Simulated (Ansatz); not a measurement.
## Si (model structure, started from the C4 type, I4₁32, No. 214, 4 atoms in the cell)

Computed with LDA in Ansatz (plane waves, PAW).

Run with plane-wave cutoff 520 eV, 14×14×14 k mesh, Fermi–Dirac smearing 0.05 eV, scalar-relativistic PAW data made under PBE.

Cell (relaxed at this level):

```xyz
4
Lattice="-3.1757 3.1757 3.1757 3.1757 -3.1757 3.1757 3.1757 3.1757 -3.1757" Properties=species:S:1:pos:R:3 pbc="T T T"
Si     2.3818     0.7939    -0.7939
Si     0.7939    -0.7939     2.3818
Si    -0.7939     2.3818     0.7939
Si     0.7939     0.7939     0.7939
```

For Si (model structure, started from the C4 type, I4₁32, No. 214, 4 atoms in the cell), the band gap is zero (no gap) and the bulk modulus B0 is 48.4 GPa.

Note: the bulk modulus is −V dP/dV from two relaxed cells at ±2 % in volume; the relaxation could raise the start's symmetry but not lower it, so the cell can be a saddle point.

A model structure was made by putting elements into a prototype or built by hand; it is no filed structure, need not be a known phase, and can be a saddle point held by its symmetry.

Ansatz is a first-principles code.
